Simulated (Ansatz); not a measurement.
The reference is GaAs in the zinc blende structure (space group F-43m, No. 216).

```
GaAs
1.0
    0.00000     2.82951     2.82951
    2.82951     0.00000     2.82951
    2.82951     2.82951     0.00000
As Ga
1 1
Direct
  0.75000   0.75000   0.75000
  0.00000   0.00000   0.00000
```

Cartesian axes are those of the cell as printed.

All numbers come from Kohn–Sham DFT with the PBEsol functional, run in Ansatz (a first-principles code) with PAW and 420 eV plane waves, spin-orbit coupling left out.

Strains are applied to the cell and any free atomic positions relax; under biaxial strain the out-of-plane vector relaxes too.

One change was made to it. Results:

The band gap increases by 0.63 eV (0.42 eV → 1.05 eV); the energy rises by 113 meV/atom.

Task: Which change produced these results?
(A) tensor shear ε_xz = +2.65 %
(B) biaxial strain −0.13 %, plane normal [111], relaxed out of plane
(C) isotropic strain −4.65 %

Result: C, isotropic strain −4.65 %. For comparison, the band gap in the other runs: biaxial strain −0.13 %, plane normal [111], relaxed out of plane gives 0.43 eV; tensor shear ε_xz = +2.65 % gives 0.17 eV.

Whether these cells are dynamically stable was not tested. The zero or small gap of GaAs under tensor shear ε_xz = +2.65 % can change with the level of theory.
